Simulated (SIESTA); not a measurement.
Input and output of a self-consistent single point for YAlCo4 (P1, 6 atoms in the cell) (SIESTA).

Level of theory: LDA PW92, numerical atomic orbitals TZP, PseudoDojo LDA standard norm-conserving potentials (rewritten from UPF to PSML) run with SIESTA.

The change in words: atoms moved at random. Reference geometry:
```xyz
6
Lattice="5.0459 0.0000 0.0000 -2.5229 4.3698 0.0000 0.0000 0.0000 3.8713" Properties=species:S:1:pos:R:3 pbc="T T T"
Y      2.5229     1.4566     0.0000
Al     0.0000     0.0000     0.0000
Co     0.0000     2.9132     0.0000
Co     1.2357     3.6267     1.9357
Co     0.0000     1.4863     1.9357
Co    -1.2357     3.6267     1.9357
```
Moments meant for the start (each program seeds them in its own way; μB, in the order of the atoms Y Al Co Co Co Co): 0.0 0.0 3.0 3.0 3.0 3.0.

Reference input (self-consistent single point, DFT, LDA PW92, numerical atomic orbitals TZP, PseudoDojo LDA standard norm-conserving potentials (rewritten from UPF to PSML)): XC.functional = LDA; XC.authors = PW92; potentials = PseudoDojo LDA standard; PAO.BasisSize = TZP; PAO.EnergyShift = 0.01 Ry; MeshCutoff = 300 Ry; kgrid.MonkhorstPack = 5 5 6; OccupationFunction = MP; OccupationMPOrder = 0; ElectronicTemperature = 50 meV; Spin = polarized; DM.InitSpin = [1 +0.00, 2 +0.00, 3 +3.00, 4 +3.00, 5 +3.00, 6 +3.00]. This run's input differs from it in these lines:

```diff
@@ -19,8 +19,8 @@
 %block AtomicCoordinatesAndAtomicSpecies
-     2.522932523    1.456612877    0.000000000  1
-     0.000000000    0.000000000    0.000000000  2
-    -0.000002523    2.913230123    0.000000000  3
-     1.235733637    3.626676911    1.935665000  3
-     0.000002523    1.486327809    1.935665000  3
-    -1.235728591    3.626676911    1.935665000  3
+     2.499925924    1.474944368   -0.009244736  1
+     0.024570815   -0.002276688    0.027165123  2
+    -0.026743058    2.922629656   -0.023862878  3
+     1.251068005    3.572482118    1.916521273  3
+    -0.007682322    1.511139778    1.927883627  3
+    -1.218204319    3.630609769    1.968532592  3
 %endblock AtomicCoordinatesAndAtomicSpecies
```

The program printed (abridged):

```
        iscf     Eharris(eV)        E_KS(eV)     FreeEng(eV)     dDmax    Ef(eV) dHmax(eV)
   scf:    1   -17582.734280   -17741.985255   -17741.997442  1.336973 -2.697019 28.200605
     spin moment: {S} , |S| = {        0.0        0.0    8.24154 }     8.24154
   scf:    2   -17829.713156   -17799.701154   -17799.705266  0.395872 -4.114488 11.155599
     spin moment: {S} , |S| = {        0.0        0.0    7.24209 }     7.24209
   scf:    3   -17807.047389   -17806.172427   -17806.185549  0.166868 -4.747637  4.409539
     spin moment: {S} , |S| = {        0.0        0.0    6.08202 }     6.08202
   [... lines left out ...]
     spin moment: {S} , |S| = {        0.0        0.0    3.98584 }     3.98584
   scf:   30   -17807.824272   -17807.824275   -17807.832481  0.000145 -5.200541  0.001079
     spin moment: {S} , |S| = {        0.0        0.0    3.98568 }     3.98568
   scf:   31   -17807.824300   -17807.824287   -17807.832481  0.000126 -5.200731  0.000880
     spin moment: {S} , |S| = {        0.0        0.0    3.98445 }     3.98445
   scf:   32   -17807.824270   -17807.824279   -17807.832481  0.000087 -5.200648  0.000280
     spin moment: {S} , |S| = {        0.0        0.0    3.98514 }     3.98514
SCF Convergence by DM+H criterion
max |DM_out - DM_in|         :     0.0000874869
max |H_out - H_in|      (eV) :     0.0002800164
SCF cycle converged after 32 iterations

Using DM_out to compute the final energy and forces

siesta: E_KS(eV) =           -17807.8243

siesta: E_KS - E_eggbox =    -17807.8243

siesta: Atomic forces (eV/Ang):
     1    0.241200   -0.157119   -0.000513
     2   -0.267707    0.096613   -0.275487
     3    0.095921   -0.022410    0.253742
     4   -0.202806    0.190771    0.225613
     5    0.046576    0.030317    0.115855
     6    0.085384   -0.118429   -0.308131
   Tot   -0.001432    0.019744    0.011079
   Max    0.308131
   Res    0.178737    sqrt( Sum f_i^2 / 3N )
   Max    0.308131    constrained

   [... lines left out ...]
siesta: FreeEng =    -17807.832481
siesta: Cell volume =         85.361340 Ang**3
siesta:        -140.12540319       -141.48959148  kBar
   [... lines left out ...]

mulliken: Qtot =       39.007

Mulliken Atomic Populations:
Atom #   charge [q] valence [e]      Sz [e]  Species
     1     0.236015   10.763985   -0.376287  Y
     2    -1.210497    4.210497   -0.168600  Al
     3     0.087480   16.912520    1.327813  Co
     4     0.299223   16.700777    1.071987  Co
     5     0.286581   16.713419    1.068941  Co
     6     0.301198   16.698802    1.061283  Co
 Total     0.000000                3.985136
```

The run converged in 32 iterations. Against the reference run the free energy rises by 3.6 meV/atom, the pressure goes from -14.28 to -14.01 GPa, the largest force goes from 0.303 to 0.396 eV/Å and the size of the net moment hardly changes (0.67 to 0.66 μB/atom).

The starting cell comes from a database of computed structures (which also holds hypothetical and non-ambient phases and stackings), without a prior relaxation at this level. For this run, on top of that: atoms moved at random. The magnetic order is the one reached from the typed start; others were not searched systematically. Values carry the incompleteness of an atom-centred basis. With a pressure of about -14 GPa the cell is away from its equilibrium volume at this level.

Cost on one core of a shared machine: roughly 3 min.
